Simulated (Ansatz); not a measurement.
Take ZnO (space group P4_2/mnm, No. 136; a cell from a computed database, its experimental status unchecked) as the base.

```
ZnO
1.0
    5.51565     0.00000     0.00000
    0.00000     5.51565     0.00000
    0.00000     0.00000     3.24011
Zn O
4 4
Cartesian
  1.00362   1.00362   1.62005
  4.51203   4.51203   1.62005
  1.75421   3.76144   0.00000
  3.76144   1.75421   0.00000
  4.51228   1.00337   1.62005
  1.00337   4.51228   1.62005
  1.75446   1.75446   0.00000
  3.76119   3.76119   0.00000
```

Cartesian axes are those of the cell as printed.

Computed with Ansatz (a quantum-chemistry and plane-wave program), PBEsol, PAW, cutoff 420 eV, no SOC.

Strains are applied to the cell and any free atomic positions relax.

One change was made to it. Results:

The energy goes up by 2.9 meV/atom; the largest internal atomic displacement is 0.035 Å; the valence-band top at Γ (three highest levels, from the VBM) becomes 0.00, -0.15, -0.21 eV (base: 0.00, -0.20, -0.20 eV); the band gap remains 0.70 eV; the shortest interatomic distance goes up by 0.007 Å to 1.944 Å.

Task: Which of these changes matches the shifts?
(A) uniaxial strain ε_zz = −2.47 %
(B) uniaxial strain ε_zz = +5.48 %
(C) strain tensor (xx, yy, zz, yz, xz, xy) = (+0.01, +1.29, −0.18, +0.02, −0.52, +0.56) %
(D) strain tensor (xx, yy, zz, yz, xz, xy) = (−1.17, +1.87, +0.77, −0.08, +0.28, +0.97) %

Result: D, strain tensor (xx, yy, zz, yz, xz, xy) = (−1.17, +1.87, +0.77, −0.08, +0.28, +0.97) %. For comparison, the energy relative to the base in the other runs: strain tensor (xx, yy, zz, yz, xz, xy) = (+0.01, +1.29, −0.18, +0.02, −0.52, +0.56) % gives +1.2 meV/atom; uniaxial strain ε_zz = −2.47 % gives +5.5 meV/atom; uniaxial strain ε_zz = +5.48 % gives +26 meV/atom.

Whether these cells are dynamically stable was not tested. This is not the structure that ZnO has at room temperature and ambient pressure.
